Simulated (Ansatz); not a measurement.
Base system: SiO₂ in the rutile structure (space group P4_2/mnm, No. 136; a = 4.185 Å, c = 2.669 Å).

Calculations: r2SCAN (Ansatz, an electronic-structure program, PAW, no SOC).

Before the change:

| Property | Value |
|---|---|
| Width of the top valence band | 2.71 eV |
| Hole mass | 1.7 mₑ along c, 1.1 mₑ across (at Γ) |
| Lattice parameter a | 418.5 pm |
| Valence-band top at Γ | 0.00, -0.88, -0.88 eV |

The change: a hydrostatic pressure of 22.5 GPa.

Q: What happens to the width of the top valence band, hole mass, lattice parameter a and valence-band top at Γ?

A: The width of the top valence band increases by 0.21 eV (2.71 eV → 2.92 eV); the hole mass becomes 1.6 mₑ along c, 1.1 mₑ across (at Γ) (base: 1.7 mₑ along c, 1.1 mₑ across (at Γ)); the lattice parameter a decreases by 10.2 pm to 408.3 pm; the valence-band top at Γ (three highest levels, from the VBM) goes from 0.00, -0.88, -0.88 eV to 0.00, -0.94, -0.94 eV.

The levels and masses belong to the bands next to the band gap. Load acts through the strain it causes; cell and atoms are relaxed under it. Masses are band curvatures over ±0.01 Å⁻¹ around the edge. Whether these cells are dynamically stable was not tested. No other phases were tried under pressure.
